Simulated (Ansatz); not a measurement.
Partial pair distribution functions of a relaxed model of amorphous Si24O51W, broadened by 0.06 Å; density 2.43 g/cm³. Level of theory: PBE, scalar-relativistic without spin-orbit coupling (plane waves to 420 eV, PAW; Ansatz, a quantum-chemistry and plane-wave program).

It comes from a melt-quench run on a machine-learned potential (CHGNet), relaxed afterwards by DFT. O atoms were pushed apart under 1.9 Å during the dynamics, to hinder bonds among them. The hot cell started wider than the set density and was brought back towards it in steps. It is the lowest in DFT energy of 2 quenches. It is a model cell: composition and starting density were chosen by hand, and all elements were melted together. No dispersion term was used. Its density started from a set value of 2.43 and ended at 2.43 g/cm³. The simulated quench (nominally 400 K/ps over its main leg) is rapid and tends to freeze in more defects than a deposited or slowly cooled glass has. A cell of this size samples the disorder only roughly. The volume was held where the preparation left it and the shape relaxed, at a PBE pressure of -0.3 GPa (tension).

```csv
r (Å),g Si-O,g O-W,g Si-Si,g O-O
1.35,0.00,0.00,0.00,0.00
1.45,0.44,0.00,0.00,0.00
1.55,7.34,0.22,0.00,0.00
1.65,14.65,3.49,0.00,0.00
1.75,3.77,9.08,0.00,0.00
1.85,0.56,8.79,0.00,0.00
1.95,0.07,0.89,0.00,0.00
2.05,0.00,0.01,0.00,0.00
2.15,0.00,0.00,0.00,0.00
2.25,0.00,0.00,0.05,0.03
2.35,0.00,0.00,0.41,0.34
2.45,0.00,0.00,0.48,0.78
2.55,0.00,0.36,0.13,2.81
2.65,0.03,1.67,0.00,5.67
2.75,0.08,0.48,0.10,3.91
2.85,0.11,0.01,1.27,1.42
2.95,0.16,0.00,1.92,0.70
3.05,0.24,0.00,2.90,0.48
3.15,0.31,0.00,4.96,0.34
3.25,0.54,0.00,2.74,0.67
3.35,0.73,0.00,0.30,0.68
3.45,0.94,0.03,0.18,0.54
3.55,0.92,0.74,0.05,0.35
3.65,1.21,2.02,0.07,0.35
3.75,1.62,1.95,0.34,0.55
3.85,1.59,1.31,0.30,0.66
3.95,1.18,0.96,0.20,0.55
4.05,1.81,2.69,0.46,0.72
4.15,2.19,2.87,0.57,0.88
4.25,2.03,2.51,0.97,0.65
4.35,1.53,2.39,0.67,0.79
4.45,0.90,0.95,1.02,1.15
4.55,0.59,0.85,0.94,1.04
4.65,0.41,0.12,1.11,1.17
4.75,0.51,0.04,0.99,1.41
4.85,0.65,0.75,1.21,1.49
4.95,0.62,2.05,1.31,1.58
5.05,0.62,1.45,1.14,1.63
5.15,0.90,0.97,1.58,1.45
```

Within 2.00 Å each Si has 4.04 O neighbours on average.
